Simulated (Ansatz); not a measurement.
# TiN: isotropic strain +2.94 %

Take TiN in the rock salt structure (space group Fm-3m, No. 225; a = 4.248 Å; relaxed with 0.1 eV smearing) as the base.

Perturbation: the cell is scaled by 1.0294 in all directions, atoms relaxed at fixed cell.

Calculations: PBE/PAW in Ansatz (an electronic-structure program), no SOC. Settings: 23×23×23 k-points, 0.1 eV Fermi–Dirac smearing.

The volume per atom increases by 0.87 Å³, from 9.58 Å³ to 10.45 Å³ and the space group is still Fm-3m (No. 225). The shortest interatomic distance grows by 0.062 Å, from 2.124 Å to 2.186 Å and the energy grows by 58 meV/atom. The pressure goes from zero to -19.9 GPa and the band gap is still zero.

Final structure:

```
CELL_PARAMETERS angstrom
      0.00000     2.18623     2.18623
      2.18623     0.00000     2.18623
      2.18623     2.18623     0.00000
ATOMIC_POSITIONS crystal
  Ti 0.00000 0.00000 0.00000
  N  0.50000 0.50000 0.50000
```

Stability against distortions was not tested. The base started in Pnma and relaxed to Fm-3m at this level. All final runs are without spin polarisation. An odd electron count without spin: TiN.
